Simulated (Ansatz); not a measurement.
We consider LiTaO3 (model structure, P4mm, No. 99, 5 atoms in the cell), described by PBEsol (Ansatz, an electronic-structure program, plane waves, PAW).

Run with plane-wave cutoff 520 eV, 10×10×8 k mesh (along the axes of the cell as run), Fermi–Dirac smearing 0.01 eV, scalar-relativistic PAW data made under PBE.

Cell (relaxed at this level):

LiTaO3 is taken in the tetragonal space group P4mm (No. 99), Pearson symbol tP5. Cell: a = 3.920 Å, b = 3.920 Å, c = 4.003 Å, α = 90.00°, β = 90.00°, γ = 90.00°. Ta on 1b is surrounded by 1 O at 1.830 Å and 4 O at 1.979 Å and 1 O at 2.173 Å. Li on 1a sees 4 O at 2.101 Å. O1 on 1b sees 1 Ta at 1.830 Å and 1 Ta at 2.173 Å (linear). O2 on 2c is coordinated by 2 Ta at 1.979 Å and 2 Li at 2.101 Å. (Neighbours: up to the widest gap in distance over summed covalent radii, below 1.35, at either atom; cation-cation and far metal-metal contacts left out.)

Question: Predict the band gap and smallest direct gap on the k points sampled.

Answer: 
band gap: 2.21 eV
smallest direct gap on the k points sampled: 3.10 eV

Note: the relaxation could raise the start's symmetry but not lower it, so the cell can be a saddle point.

Spin–orbit coupling is not included.

Static lattice: no zero-point or thermal effects.

The result took around 27 core-seconds (rough).

A model structure was made by putting elements into a prototype or built by hand; it is no filed structure, need not be a known phase, and can be a saddle point held by its symmetry.
